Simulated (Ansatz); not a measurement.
System: Ru-vacancy pair (Ru on one host Al site, one Al site vacant) in fcc Al (neutral cell). These are PBE, PAW (plane waves to 420 eV; Ansatz, a quantum-chemistry and plane-wave program) values and carry that method's errors.

Settings: 32 host sites, the relaxed PBE lattice, a 3×3×3 k-point mesh shifted by half a step, smearing 0.10 eV, spin-restricted, no image-charge correction. Energies are static. Forms of the defect that were not tried may lie lower.

Barriers: single points on a 5×5×5 k-point mesh shifted by half a step at the bands' geometries (they differ from the bands' own by up to 0.05 eV, and are uncertain by about as much).

The step: a nearby Al atom hops onto the vacant site (Ru-vacancy distance between ideal sites 2.86 Å throughout). Atoms about the jump, Cartesian Å from the middle of the jump, before and after:

| atom | x0 | y0 | z0 | x1 | y1 | z1 |
|---|---|---|---|---|---|---|
| Al1 | 0.88 | -0.88 | 0.00 | -0.88 | 0.88 | 0.00 |
| Ru2 | -0.96 | -1.08 | -2.08 | -1.08 | -0.96 | -2.08 |
| Al3 | 0.88 | 1.00 | -1.88 | 1.00 | 0.88 | -1.88 |
| Al4 | -0.96 | -0.92 | 2.07 | -0.92 | -0.96 | 2.07 |
| Al5 | 1.03 | 1.07 | 2.08 | 1.07 | 1.03 | 2.08 |
| Al6 | -0.96 | -2.94 | -0.01 | -0.88 | -2.79 | 0.00 |
| Al7 | -2.79 | -0.88 | 0.00 | -2.93 | -0.96 | -0.01 |
| Al8 | 1.03 | 3.08 | 0.07 | 1.07 | 3.09 | 0.07 |
| Al9 | 3.09 | 1.07 | 0.07 | 3.08 | 1.03 | 0.07 |
| Al10 | 1.03 | -2.91 | -1.96 | 1.00 | -2.79 | -1.88 |
| Al11 | -2.79 | 1.00 | -1.88 | -2.91 | 1.03 | -1.96 |

**Question.** Where do these atoms stand at the saddle point, and how high is it?

**Answer.** 
```json
[
 {"atom": "Al1", "x": "-0.05", "y": "-0.06", "z": "-0.02"},
 {"atom": "Ru2", "x": "-1.03", "y": "-1.04", "z": "-2.13"},
 {"atom": "Al3", "x": "1.07", "y": "1.06", "z": "-2.05"},
 {"atom": "Al4", "x": "-0.99", "y": "-1.01", "z": "2.20"},
 {"atom": "Al5", "x": "1.07", "y": "1.06", "z": "2.17"},
 {"atom": "Al6", "x": "-0.90", "y": "-2.86", "z": "0.02"},
 {"atom": "Al7", "x": "-2.85", "y": "-0.91", "z": "0.01"},
 {"atom": "Al8", "x": "1.04", "y": "3.05", "z": "0.08"},
 {"atom": "Al9", "x": "3.07", "y": "1.03", "z": "0.08"},
 {"atom": "Al10", "x": "1.03", "y": "-2.81", "z": "-1.87"},
 {"atom": "Al11", "x": "-2.80", "y": "1.02", "z": "-1.87"}
]
```
It lies 0.33 eV above the start and 0.33 eV above the end. The saddle point's order was not checked, and it lies on a symmetry element of the cell, where a band can be held.
